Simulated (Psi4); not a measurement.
Psi4 1.11, PBE/def2-tzvp: Cc1ccsc1, 12 atoms. The geometry is a generated start, not checked to be a minimum at this level.

| Quantity | Value |
|---|---|
| task | energy |
| method | pbe |
| basis | def2-tzvp |
| memory | 3 GB |
| scf_type | df (default) |
| guess | auto, which took SAD (default) |
| diis_max_vecs | 10 (default) |
| scf_initial_accelerator | adiis (default) |
| e_convergence | 1e-06 (default) |
| d_convergence | 1e-06 (default) |
| dft_radial_points | 75 (default) |
| dft_spherical_points | 302 (default) |
| basis functions | 228 |
| grid points | 254663 |

It runs on a single node (AMD EPYC (Zen 5), 96 cores on 1 socket, no SMT, 12 L3 cache groups).

Each time is the median wall time of two to five repeats, run one at a time on the otherwise empty machine; start-up is included. Unless noted, each process is bound to its own block of adjacent cores. The times hold for this build (conda-forge: OpenMP (LLVM), MKL, Libint2). Scratch files lie in a memory file system.

Started as
```bash
OMP_NUM_THREADS=32 psi4 -n 32 -o stdout input.dat
```
(32 threads) it takes 4.0 s and 11 SCF iterations.

Task: Estimate the wall time with 96 threads.

Result: About 3.5 s (3 runs within 9 %): 1.1× as fast, on 96 cores in place of 32, so 2.7× the core-time. The largest move is in exchange-correlation on the grid (Form V): 2.1 s to 1.2 s. Launch, exit and the like take 1.0 s of the 4.0 s. Change in the result: energy under 0.001 meV/atom.
